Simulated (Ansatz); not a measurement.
Take BP in the zinc blende structure (space group F-43m, No. 216; a = 4.537 Å) as the base. Axes: x, y, z lie along the cube axes.

Computed with Ansatz (a quantum-chemistry and plane-wave program) r2SCAN, scalar-relativistic without spin-orbit coupling.

Strains are applied to the cell and any free atomic positions relax; under biaxial strain the out-of-plane vector relaxes too.

One change was made to it. Results:

The band gap falls by 0.20 eV, from 1.41 eV to 1.21 eV; the energy rises by 6.8 meV/atom; the pressure (mean of the normal stresses, compression positive) goes from zero to 4.27 GPa; the volume per atom falls by 0.28 Å³ to 11.39 Å³; the valence-band top at Γ (three highest levels, from the VBM) goes from 0.00, 0.00, 0.00 eV to 0.00, 0.00, -0.23 eV.

**Question.** Which change produced these results?
(A) biaxial strain −1.50 %, plane normal [001], relaxed out of plane
(B) biaxial strain −0.50 %, plane normal [001], relaxed out of plane
(C) biaxial strain −2.00 %, plane normal [001], relaxed out of plane

**Answer.** A, biaxial strain −1.50 %, plane normal [001], relaxed out of plane. For comparison, the band gap in the other runs: biaxial strain −0.50 %, plane normal [001], relaxed out of plane gives 1.34 eV; biaxial strain −2.00 %, plane normal [001], relaxed out of plane gives 1.14 eV.

No phonon test of stability was made.
